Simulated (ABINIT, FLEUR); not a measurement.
A FLEUR input for a self-consistent single point of AlInAg2Se4 (I-4, 8 atoms in the cell) (DFT, LDA (Perdew-Zunger), all-electron FLAPW (FLEUR), scalar-relativistic valence):

Input of the input generator:

```
AlIn(AgSe2)2 FLAPW
&input film=f /
-2.9980310000 2.9980310000 5.6863320000
2.9980310000 -2.9980310000 5.6863320000
2.9980310000 2.9980310000 -5.6863320000
1.8897261246
1.0 1.0 1.0

8
13 0.2500000000 0.7500000000 0.5000000000
49 -0.0000000000 -0.0000000000 -0.0000000000
47 0.7500000000 0.2500000000 0.5000000000
47 0.5000000000 0.5000000000 -0.0000000000
34 0.6017700000 0.6375000000 0.5041500000
34 0.3625000000 0.8666500000 0.9642700000
34 0.1333500000 0.0976200000 0.4958500000
34 0.9023800000 0.3982300000 0.0357300000

&comp jspins=1 /
&exco xctyp='pz' /
&kpt div1=3 div2=3 div3=3 /
&end /
```

```xml
<?xml version="1.0" encoding="UTF-8" standalone="no"?>
<fleurInput fleurInputVersion="0.39">
   <comment>
      AlIn(AgSe2)2 FLAPW                                                                                  
   </comment>
   <calculationSetup>
      <cutoffs Kmax="3.9" Gmax="13.7" GmaxXC="13.7" numbands="0"/>
      <scfLoop itmax="80" minDistance="0.00001" maxIterBroyd="15" imix="Anderson" alpha="0.05" precondParam="0.0" spinf="2.0"/>
      <coreElectrons ctail="T" frcor="F" kcrel="0" coretail_lmax="0"/>
      <xcFunctional name="pz" relativisticCorrections="F"/>
      <magnetism jspins="1"/>
      <soc l_soc="F" theta="0.0" phi="0.0" spav="F"/>
      <expertModes spex="0" secvar="F"/>
      <geometryOptimization l_f="T" forcealpha="1.0" forcemix="BFGS" epsdisp="0.00001" epsforce="0.00001"/>
      <ldaU l_linMix="F" mixParam="0.05" spinf="1.0"/>
   </calculationSetup>
   <cell>
      <bzIntegration valenceElectrons="114.0" mode="hist" fermiSmearingEnergy="0.00183747">
         <kPointListSelection listName="default-1"/>
         <!-- k-points included here -->
         <xi:include xmlns:xi="http://www.w3.org/2001/XInclude" href="kpts.xml"> </xi:include>
      </bzIntegration>
      <!-- symmetry operations included here -->
      <xi:include xmlns:xi="http://www.w3.org/2001/XInclude" href="sym.xml"> </xi:include>
      <bulkLattice scale="1.0">
         <bravaisMatrix>
            <row-1>   -5.6654575030606624     5.6654575030606624    10.7456101335489667</row-1>
            <row-2>    5.6654575030606624    -5.6654575030606624    10.7456101335489667</row-2>
            <row-3>    5.6654575030606624     5.6654575030606624   -10.7456101335489667</row-3>
         </bravaisMatrix>
      </bulkLattice>
   </cell>
   <atomSpecies>
      <species name="Aluminum (Al)" element="Al" atomicNumber="13">
         <mtSphere radius="1.69" gridPoints="585" logIncrement="0.019"/>
         <atomicCutoffs lmax="6" lnonsphr="4"/>
         <electronConfig flipSpins="F">
            <coreConfig>(1s1/2) (2s1/2) (2p1/2) (2p3/2)</coreConfig>
            <valenceConfig>(3s1/2) (3p1/2) (3p3/2)</valenceConfig>
            <stateOccupation state="(3p1/2)" spinUp="0.1666666666667" spinDown="0.1666666666667"/>
            <stateOccupation state="(3p3/2)" spinUp="0.3333333333333" spinDown="0.3333333333333"/>
         </electronConfig>
         <energyParameters s="3" p="3" d="3" f="4"/>
      </species>
      <species name="Indium (In)" element="In" atomicNumber="49">
         <mtSphere radius="2.07" gridPoints="715" logIncrement="0.018"/>
         <atomicCutoffs lmax="8" lnonsphr="6"/>
         <electronConfig flipSpins="F">
            <coreConfig>(1s1/2) (2s1/2) (2p1/2) (2p3/2) (3s1/2) (3p1/2) (3p3/2) (4s1/2) (3d3/2) (3d5/2) (4p1/2) (4p3/2)</coreConfig>
            <valenceConfig>(5s1/2) (4d3/2) (4d5/2) (5p1/2) (5p3/2)</valenceConfig>
            <stateOccupation state="(5p1/2)" spinUp="0.1666666666667" spinDown="0.1666666666667"/>
            <stateOccupation state="(5p3/2)" spinUp="0.3333333333333" spinDown="0.3333333333333"/>
         </electronConfig>
         <energyParameters s="5" p="5" d="5" f="4"/>
         <lo type="SCLO" l="2" n="4" eDeriv="0"/>
      </species>
      <species name="Silver (Ag)" element="Ag" atomicNumber="47">
         <mtSphere radius="2.13" gridPoints="735" logIncrement="0.017"/>
         <atomicCutoffs lmax="8" lnonsphr="6"/>
         <electronConfig flipSpins="F">
            <coreConfig>(1s1/2) (2s1/2) (2p1/2) (2p3/2) (3s1/2) (3p1/2) (3p3/2) (4s1/2) (3d3/2) (3d5/2)</coreConfig>
            <valenceConfig>(4p1/2) (4p3/2) (5s1/2) (4d3/2) (4d5/2)</valenceConfig>
            <stateOccupation state="(5s1/2)" spinUp="0.5" spinDown="0.5"/>
         </electronConfig>
         <energyParameters s="5" p="5" d="4" f="4"/>
         <lo type="SCLO" l="1" n="4" eDeriv="0"/>
         <lo type="HELO" l="2" n="5" eDeriv="0"/>
      </species>
      <species name="Selenium (Se)" element="Se" atomicNumber="34">
         <mtSphere radius="2.60" gridPoints="895" logIncrement="0.014"/>
         <atomicCutoffs lmax="10" lnonsphr="8"/>
         <electronConfig flipSpins="F">
            <coreConfig>(1s1/2) (2s1/2) (2p1/2) (2p3/2) (3s1/2) (3p1/2) (3p3/2)</coreConfig>
            <valenceConfig>(4s1/2) (3d3/2) (3d5/2) (4p1/2) (4p3/2)</valenceConfig>
            <stateOccupation state="(4p1/2)" spinUp="0.6666666666667" spinDown="0.6666666666667"/>
            <stateOccupation state="(4p3/2)" spinUp="1.3333333333333" spinDown="1.3333333333333"/>
         </electronConfig>
         <energyParameters s="4" p="4" d="3" f="4"/>
         <lo type="HELO" l="2" n="4" eDeriv="0"/>
      </species>
   </atomSpecies>
   <atomGroups>
      <atomGroup species="Aluminum (Al)">
         <relPos label="                   1">1.000/4.000 -1.000/4.000 1.000/2.000</relPos>
         <force calculate="T" relaxXYZ="TTT"/>
      </atomGroup>
      <atomGroup species="Indium (In)">
         <relPos label="                   2">.0000000000 .0000000000 .0000000000</relPos>
         <force calculate="T" relaxXYZ="TTT"/>
      </atomGroup>
      <atomGroup species="Silver (Ag)">
         <relPos label="                   3">-1.000/4.000 1.000/4.000 1.000/2.000</relPos>
         <force calculate="T" relaxXYZ="TTT"/>
      </atomGroup>
      <atomGroup species="Silver (Ag)">
         <relPos label="                   4">1.000/2.000 1.000/2.000 .0000000000</relPos>
         <force calculate="T" relaxXYZ="TTT"/>
      </atomGroup>
      <atomGroup species="Selenium (Se)">
         <relPos label="                   5">-.3982300000 -.3625000000 -.4958500000</relPos>
         <relPos label="                   6">.3625000000 -.1333500000 -.0357300000</relPos>
         <relPos label="                   7">.1333500000 .0976200000 .4958500000</relPos>
         <relPos label="                   8">-.0976200000 .3982300000 .0357300000</relPos>
         <force calculate="T" relaxXYZ="TTT"/>
      </atomGroup>
   </atomGroups>
   <output dos="F" band="F" slice="F">
      <checks vchk="F" cdinf="F"/>
      <bandDOS minEnergy="-.5*Htr" maxEnergy="0.5*Htr" sigma="0.015" storeEVData="T"/>
      <vacuumDOS vacdos="F" integ="F" star="F" nstars="0" locx1="0.0" locy1="0.0" locx2="0.0" locy2="0.0" nstm="0" tworkf="0.0"/>
      <unfoldingBand unfoldBand="F" supercellX="1" supercellY="1" supercellZ="1"/>
      <plotting iplot="0" polar="F">
         <plot TwoD="T" vec1="  1.0  0.0  0.0" vec2="  0.0  1.0  0.0" vec3="  0.0  0.0  1.0" zero="  0.0  0.0  0.0" file="plot"/>
      </plotting>
      <chargeDensitySlicing numkpt="0" minEigenval="0.0" maxEigenval="0.0" nnne="0" pallst="F"/>
      <specialOutput eonly="F"/>
      <magneticCircularDichroism mcd="F" energyLo="-10.0" energyUp="0.0"/>
   </output>
  <!-- We include the file relax.xml here to enable relaxations (see documentation) -->
  <xi:include xmlns:xi="http://www.w3.org/2001/XInclude" href="relax.xml"> <xi:fallback/> </xi:include>
</fleurInput>
```

### Question
Translate this input to ABINIT.

### Answer
One input that does it (others would too):

```
# AlIn(AgSe2)2, JTH v2.0 LDA PAW
pp_dirpath "./"
pseudos "Al.LDA_PW-JTH.xml, In.LDA_PW-JTH.xml, Ag.LDA_PW-JTH.xml, Se.LDA_PW-JTH.xml"
acell 13.4038410385 13.4038410385 13.4038410385
rprim
        -0.4226741788    0.4226741788    0.8016814063
         0.4226741788   -0.4226741788    0.8016814063
         0.4226741788    0.4226741788   -0.8016814063
natom 8
ntypat 4
znucl 13 49 47 34
typat 1 2 3 3 4 4 4 4
xred
         0.2500000000    0.7500000000    0.5000000000
         0.0000000000    0.0000000000    0.0000000000
         0.7500000000    0.2500000000    0.5000000000
         0.5000000000    0.5000000000    0.0000000000
         0.6017700000    0.6375000000    0.5041500000
         0.3625000000    0.8666500000    0.9642700000
         0.1333500000    0.0976200000    0.4958500000
         0.9023800000    0.3982300000    0.0357300000
ecut 42 Ry
pawecutdg 84 Ry
occopt 3
tsmear 0.05 eV
nband 40
kptopt 1
ngkpt 3 3 3
nshiftk 1
shiftk 0 0 0
nstep 80
tolvrs 1.0e-12
prtwf 0
prtden 0
enunit 1
```

Basis settings and potentials, where a program has them, do not carry over. This input uses DFT, LDA (PW92), plane waves, PAW (JTH v2.0 LDA PAW). LDA parametrisations can differ slightly between programs.

The starting cell comes from a database of computed structures (which also holds hypothetical and non-ambient phases and stackings), without a prior relaxation at this level. For this run, on top of that: lattice scaled by 0.98.
